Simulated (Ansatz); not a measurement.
Where the default PAW files enter, the runs use the earlier of Ansatz's two default sets.

Inside the gap of an insulator the Bloch states are evanescent, with a wavenumber k + iκ along the transport direction.

```
Bi2Se3
1.0
    4.14470     0.00000     0.00000
    2.07235     9.55158     0.04680
    2.07235     0.43217     3.56330
Bi Se
2 3
Direct
  0.40091   0.79728   0.40091
  0.59909   0.20272   0.59909
  0.00000   0.00000   0.00000
  0.21046   0.36862   0.21046
  0.78954   0.63138   0.78954
```

Space group of this cell: R-3m. The cell was relaxed by PBE-D3(BJ); by r2SCAN its mean pressure is 1.3 GPa.

Transport runs along the normal of the first two printed cell vectors, the (101) plane of the conventional cell.

The gap is the functional's own. No spin-orbit coupling. Mid-gap values are interpolated on the energy grid.

Give the band gap and the smallest decay constant κ at mid-gap that r2SCAN (Ansatz, a first-principles code) yields.

Gap 0.43 eV on a 8×8×8 mesh; κ = 0.070 1/Å, at the zone centre.
